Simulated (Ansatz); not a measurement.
## The (0001) surface of hcp Re in its 1x1 cell, outermost plane spacing 2.24 Å in the ideal cut

Method: PBE (plane waves to 420 eV, PAW; Ansatz, a quantum-chemistry and plane-wave program).

Set-up: 10 atoms, 20.2 Å thick at the start; mesh 15x15x1; 0.1 eV smearing; dipole correction on; all atoms relaxed; symmetry of the start imposed; no spin, no spin-orbit, no U.

```json
{
  "surface energy (mean of both faces)": "2.64 J/m²",
  "surface_energy_before_relaxation": "2.86 J/m²",
  "work_function_of_the_top_face": "4.90 eV",
  "energy_released_by_relaxation": "0.18 eV",
  "cost": "about 2.4 core-minutes (a rough figure)"
}
```
